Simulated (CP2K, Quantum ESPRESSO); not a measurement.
Equation of state of rock-salt BaTe (space group 225): energy against volume (CP2K, PBE)

```yaml
crystal:
  lattice:
    - [4.86174, 0.00000, 0.00000]
    - [2.43087, 4.21039, 0.00000]
    - [2.43087, 1.40346, 3.96959]
  atoms:
    - { symbol: Ba, position: [0.00000, 0.00000, 0.00000] }
    - { symbol: Te, position: [0.50000, 0.50000, 0.50000] }
```

Computed with PBE, GPW, DZVP-MOLOPT-SR-GTH basis, GTH-PBE potentials (GTH_POTENTIALS) in CP2K. Settings: CUTOFF = 650 Ry; REL_CUTOFF = 60 Ry; SMEAR/METHOD = FERMI_DIRAC; ELECTRONIC_TEMPERATURE = 116.05 K; KPOINTS/SCHEME = MONKHORST-PACK 8 8 8; GAMMA_CENTERED = T; XC_FUNCTIONAL = PBE; Ba/BASIS_SET = DZVP-MOLOPT-SR-GTH-q10; Ba/POTENTIAL = GTH-PBE-q10; Te/BASIS_SET = DZVP-MOLOPT-SR-GTH-q6; Te/POTENTIAL = GTH-PBE-q6; METHOD = GPW; EPS_DEFAULT = 1e-11; NGRIDS = 5; SCF_GUESS = ATOMIC; EPS_SCF = 1e-07. The cell above is the first row's. The rows scale it uniformly. In all rows fractional positions and the k mesh are held. E is the free energy at the stated smearing, counted from the lowest row.

```
V (Å^3/atom)  E (meV/atom)
------------  ------------
40.628               50.61
41.512               31.64
42.395               17.57
43.278                7.90
44.161                2.18
45.044                0.00
45.928                0.99
46.811                4.84
47.694                   ?
```

Question: Fit E against V with the third-order Birch-Murnaghan form, a cubic in V^(-2/3), and predict the withheld value at V = 47.694.

Answer: With u = V^(-2/3) - 0.0807, the rows have u = 0.0039155, 0.0027099, 0.0015477, 0.0004251, -0.0006599, -0.0017094, -0.0027263, -0.0037099. Least squares gives E = 5.241 + 5628.2·u + 1504601·u² + 4460923·u³. Residuals (row less fit): -0.003, 0.009, -0.002, -0.006, -0.001, 0.006, 0.000, -0.002; standard error 0.007 (degrees of freedom: 4). Its minimum lies at u = -0.0018862, so V0 = (0.0788138)^(-3/2) = 45.20. There d²E/du² = 2959000 and d³E/du³ = 2.677e7, so B0 = (4/9) × 45.20^(-7/3) × 2959000 × 0.160218 = 29.0 GPa (the last factor turns the table's units into GPa), and B0' = 4 + (2/3) × 0.0788138 × (2.677e7)/2959000 = 4.5. The program's pressures in the fitted runs (not shown) pass through zero at V = 45.20, 0.00 % from this V0. At the withheld row, u = -0.0046631, so E = 5.241 + 5628.2 × (-0.0046631) + 1504601 × (-0.0046631)² + 4460923 × (-0.0046631)³ = 11.261 meV/atom. The calculation gives 11.24 meV/atom, 0.021 meV/atom below the prediction (under 0.05 % of the range of E in the table). The row lies outside the fitted rows, so this is an extrapolation. From the scatter of the fitted rows alone, a prediction at this place has a standard error of 0.016 meV/atom, so the miss is 1.3 times that.

Carrying the step between the two nearest rows on in a straight line would have given 8.69, off by 2.55; series whose last step already gives the withheld value aren't shown. The scan was laid around a cell of about the measured size, scaled by a guess for this functional. The runs keep the symmetry of the cell, so they don't test it for distortions. A plane-wave scan with the same functional (Quantum ESPRESSO, GBRV) gives V0 = 44.24 Å^3/atom and B0 = 28.6 GPa; a Birch-Murnaghan fit to all rows here lies 2.2 % from it in V0 and 1 % in B0; the two differ in basis, and may differ in potentials and mesh. Values carry the incompleteness of an atom-centred basis. Spin-orbit coupling is off. Cutoffs and mesh are single choices, not tested for convergence of this quantity. Series with a scatter that would blur these digits, or in which a gap closes, are not shown. Nor are scans whose minimum lies at an end fitted in this form.
